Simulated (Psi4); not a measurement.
Psi4 1.11, B3LYP/def2-svp: Cr(O)2(SH)2 ([O]=[Cr](=[O])([SH])[SH]), 7 atoms. The geometry is a generated start, not checked to be a minimum at this level.

| Property | Value |
|---|---|
| task | energy |
| method | b3lyp |
| basis | def2-svp |
| memory | 3 GB |
| maxiter | 100 |
| keys of the molecule block | symmetry c1 |
| scf_type | df (default) |
| e_convergence | 1e-06 (default) |
| d_convergence | 1e-06 (default) |
| dft_radial_points | 75 (default) |
| dft_spherical_points | 302 (default) |
| basis functions | 105 |
| grid points | 152370 |

```xyz
7

Cr     0.4749    -0.1544     0.2786
O      1.4377    -1.0177    -0.5573
O      0.5419     0.3679     1.7238
S      0.1862     1.7085    -0.9072
H     -0.0825     2.5559     0.0863
S     -1.4421    -1.2904     0.1618
H     -1.1162    -2.1698    -0.7859
```

Charge 0 and multiplicity 1 are set for this test and not shown to be the ground state.

With the defaults (diis_max_vecs = 10, damping_percentage = 0, diis = true, scf_initial_accelerator = adiis, soscf = false, soscf_start_convergence = 0.01, guess = auto, which took SAD, diis_start = 1) it converges in 14 SCF iterations. One run each on 2 threads, with these changes:
- scf_initial_accelerator = ediis
- soscf = true, soscf_start_convergence = 0.1
- diis_start = 4
- soscf = true, soscf_start_convergence = 0.001
- guess = core
- damping_percentage = 60
- guess = sap
- damping_percentage = 60, diis = false, scf_initial_accelerator = none
- diis_max_vecs = 3

### Question
Name the settings that don't reach the solution of the defaults.

### Answer
No convergence: diis_max_vecs = 3; damping_percentage = 60; damping_percentage = 60, diis = false, scf_initial_accelerator = none (the run ends without SCF convergence in 100 iterations). The rest reach the solution of the defaults.

```json
[
 {"setting": "the defaults", "SCF iterations": "14", "JK calls": "15", "end": "same solution"},
 {"setting": "soscf = true, soscf_start_convergence = 0.001", "SCF iterations": "14", "JK calls": "40", "end": "same solution"},
 {"setting": "soscf = true, soscf_start_convergence = 0.1", "SCF iterations": "15", "JK calls": "66", "end": "same solution"},
 {"setting": "guess = sap", "SCF iterations": "15", "JK calls": "15", "end": "same solution"},
 {"setting": "scf_initial_accelerator = ediis", "SCF iterations": "15", "JK calls": "16", "end": "same solution"},
 {"setting": "guess = core", "SCF iterations": "17", "JK calls": "17", "end": "same solution"},
 {"setting": "diis_start = 4", "SCF iterations": "21", "JK calls": "22", "end": "same solution"},
 {"setting": "diis_max_vecs = 3", "SCF iterations": "100", "JK calls": "101", "end": "no convergence"},
 {"setting": "damping_percentage = 60", "SCF iterations": "100", "JK calls": "101", "end": "no convergence"},
 {"setting": "damping_percentage = 60, diis = false, scf_initial_accelerator = none", "SCF iterations": "100", "JK calls": "101", "end": "no convergence"}
]
```

An SOSCF iteration holds several JK calls; a Hückel guess adds calls on atoms.
